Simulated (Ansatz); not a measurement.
An Ansatz (an electronic-structure program) run: PtSe2 with a change (isotropic strain −0.49 %); PBE-D3(BJ), PAW, 420 eV (Ansatz; no spin-orbit coupling), earlier PAW set.

Input:

Ansatz 0.2 input:
```yaml
crystal:
  lattice:
    - [3.7537982679, 0, 0]
    - [-1.876899134, 3.2508846607, 0]
    - [0, 0, 4.7958024628]
  atoms:
    - { symbol: Pt, position: [0, 0, 0] }
    - { symbol: Se, position: [0.6666666667, 0.3333333333, 0.2655822499] }
    - { symbol: Se, position: [0.3333333333, 0.6666666667, 0.7344177501] }
basis: { ecutwfc: 420, ecutrho_ratio: 4, xc_grid: 2, fft_grid_basis: typed }
kpoints: { mp_grid: { grid: [18, 18, 12] } }
hamiltonian:
  xc: pbe
  dispersion: d3bj
  pseudopotentials: { azcp: { folder: ./paw }, kind: paw }
scf: { occupations: { method: fermi_dirac, width: 0.1 }, convergence: { dr2_threshold: 0.0000000003 } }
relax: { f_tol: 0.005, max_steps: 50 }
output: { forces: true, stress: true }
checkpoint: { write: state.ck, write_every: 1000 }
```

Output (explanatory and most iteration lines left out):

```
Relaxation: its limit of steps is 50 (relax.max_steps)
Pseudopotential: Pt, paw, valence charge 18
Pseudopotential: Se, paw, valence charge 16
Crystal: 3 atoms, lattice volume = 58.524 Å³
Basis set: ecut = 420 eV, 1121 PW (Γ), exchange–correlation on 54×54×72 points (8 copies of the dense FFT grid, shifted against one another)
Bands: 30, of which v1, the nominal top of the filled ones, is band 25 counted from 1 (24 counted from 0)
Symmetry: 12 space group operations
Space group: P-3m1 (ITA 164), of the structure as read, at distance tolerance 3.9e-5 Å
k-points: 394 of 3888
Functional: x = pbe(κ = 0.804, μ = 0.2195149727645171), c = pbe(β = 0.06672455060314922)
SCF iter   1: F=—  HF=-23465.591796 eV  |F-HF|=—  |Δ(HF+E_count)|=         —  Δρ=4.87e-2  dr2=6.74e-1  ethr=3.10e-3  ⟨swp⟩=5.4  Hψ=43811  notcnv=0
SCF iter   2: F=—  HF=-23465.492514 eV  |F-HF|=—  |Δ(HF+E_count)|=   9.93e-2  Δρ=2.50e-2  dr2=2.14e-1  ethr=1.35e-3  ⟨swp⟩=2.0  Hψ=16682  notcnv=0
SCF 1 converged in 12 iterations: F = -23465.452642 eV  dr2 = 1.10e-10
relax step   1: F+E_penalty+E_count = -23465.45264188 eV  Δ(F+E_penalty+E_count) = +0.000e0 eV  max|allowed force component| = 1.532e-1 eV/Å  Δτ_max = 0.0000 Å  (12 SCF iters, accepted)
Crystal: 3 atoms, lattice volume = 58.524 Å³
SCF iter   1: F=—  HF=-23465.453352 eV  |F-HF|=—  |Δ(HF+E_count)|=         —  Δρ=2.26e-3  dr2=3.49e-3  ethr=6.64e-6  ⟨swp⟩=1.9  Hψ=40244  notcnv=0
SCF iter   2: F=—  HF=-23465.453434 eV  |F-HF|=—  |Δ(HF+E_count)|=   8.23e-5  Δρ=1.64e-3  dr2=3.39e-3  ethr=6.64e-6  ⟨swp⟩=2.0  Hψ=21499  notcnv=0
SCF 2 converged in 7 iterations: F = -23465.452638 eV  dr2 = 2.19e-11
relax step   2: F+E_penalty+E_count = -23465.45263795 eV  Δ(F+E_penalty+E_count) = +3.931e-6 eV  max|allowed force component| = 1.511e-1 eV/Å  Δτ_max = 0.0247 Å  (7 SCF iters, rejected (line search))
Crystal: 3 atoms, lattice volume = 58.524 Å³
SCF iter   1: F=—  HF=-23465.454702 eV  |F-HF|=—  |Δ(HF+E_count)|=         —  Δρ=1.14e-3  dr2=8.89e-4  ethr=1.76e-5  ⟨swp⟩=3.3  Hψ=24465  notcnv=0
SCF iter   2: F=—  HF=-23465.454742 eV  |F-HF|=—  |Δ(HF+E_count)|=   4.03e-5  Δρ=8.53e-4  dr2=9.37e-4  ethr=1.78e-6  ⟨swp⟩=2.0  Hψ=21698  notcnv=0
SCF 3 converged in 6 iterations: F = -23465.454520 eV  dr2 = 1.43e-10
relax step   3: F+E_penalty+E_count = -23465.45452027 eV  Δ(F+E_penalty+E_count) = -1.878e-3 eV  max|allowed force component| = 1.544e-4 eV/Å  Δτ_max = 0.0123 Å  (6 SCF iters, accepted)
SCF converged after 6 iterations
Free energy (F): -23465.454520 eV
Internal energy: -23465.429794 eV  (E = F + TS)
E sigma→0 (E₀):  -23465.442157 eV
Entropy (-TS):   -0.024726 eV (-8.242 meV/atom)
Fermi energy:    13.563562 eV
  E_disp       = -1.493509  (pairwise vdW)
--- Forces (eV/Å), atoms counted from 1 ---
  atom   1  Pt    -0.00000000     0.00000000     0.00000000
  atom   2  Se     0.00000000    -0.00000000    -0.00015441
  atom   3  Se    -0.00000000     0.00000000     0.00015441
--- Stress (GPa, compression-positive) ---
        1.485873      -0.000000       0.000000
       -0.000000       1.485873      -0.000000
        0.000000      -0.000000       0.770075
  P = ⅓ Tr σ = 1.2473 GPa (12.473 kbar)
--- Relaxed structure (3 steps of the walk, 2 accepted, 0 SCFs on fresh bases) ---
  atoms:
    - { symbol: Pt, position: [-1.8365827631763734e-35, -8.228230096380993e-36, -1.2057234699390286e-19] }
    - { symbol: Se, position: [0.6666666666666665, 0.33333333333333337, 0.2681507302240845] }
    - { symbol: Se, position: [0.3333333333333333, 0.6666666666666666, 0.7318492697759155] }
```

Stability against distortions was not tested. All final runs are without spin polarisation. The cell was made from PtSe2 in the CdI2 type structure (space group P-3m1, No. 164; layered) by this change: isotropic strain −0.49 %.
